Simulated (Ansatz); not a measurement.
# A computed series for WSi2: response to strain

The parent structure is WSi2 (space group I4/mmm, No. 139; relaxed with 0.1 eV smearing).

```
WSi2
1.0
   -1.59264     1.59264     3.88656
    1.59264    -1.59264     3.88656
    1.59264     1.59264    -3.88656
Si W
2 1
Cartesian
  0.00000   0.00000   5.17182
  0.00000   0.00000   2.60131
  0.00000   0.00000   0.00000
```

Cartesian axes are those of the cell as printed.

Strains are applied to the cell and any free atomic positions relax.

All numbers come from Ansatz (an electronic-structure program), LDA, PAW, cutoff 420 eV, spin-orbit coupling left out.

Notes on the quantities. pressure: mean of the normal stresses, compression positive.

| change | pressure | volume per atom |
|---|---|---|
| base | 0.0 GPa | 13.14 Å³ |
| uniaxial strain ε_zz = −2.50 % | 7.2 GPa | 12.82 Å³ |
| uniaxial strain ε_zz = −1.50 % | 4.1 GPa | 12.95 Å³ |
| uniaxial strain ε_zz = −1.00 % | 2.7 GPa | 13.01 Å³ |
| uniaxial strain ε_zz = −0.50 % | 1.3 GPa | 13.08 Å³ |
| uniaxial strain ε_zz = +0.50 % | -1.3 GPa | 13.21 Å³ |
| uniaxial strain ε_zz = +1.00 % | -2.5 GPa | 13.28 Å³ |
| uniaxial strain ε_zz = +1.50 % | [?] | 13.34 Å³ |
| uniaxial strain ε_zz = +2.00 % | [?] | 13.41 Å³ |
| uniaxial strain ε_zz = +3.00 % | -6.8 GPa | 13.54 Å³ |

Question: Fill in the withheld entries from the trend.

Answer: 
- uniaxial strain ε_zz = +1.50 %, pressure: -3.6 GPa
- uniaxial strain ε_zz = +2.00 %, pressure: -4.8 GPa

No phonon test of stability was made. All final runs are without spin polarisation.
